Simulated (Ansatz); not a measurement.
How the Voigt–Reuss–Hill bulk modulus of rutile MgH2 moves with the method

No measured value is used here.

| level (code) | value (GPa) | cell (Å³/atom) |
|---|---|---|
| LDA (Ansatz) | 54.3 | 9.72 |
| PBE (Ansatz) | 49.7 | 10.24 |
| PBEsol (Ansatz) | 51.3 | 10.04 |
| r²SCAN (Ansatz) | 52.8 | 10.04 |

Each level is taken at its own relaxed cell. Cutoffs differ between the levels. Ansatz's density-functional and Hartree–Fock values are scalar-relativistic unless marked +SOC, with PAW data made under PBE.

Ansatz is a program for electronic structure.
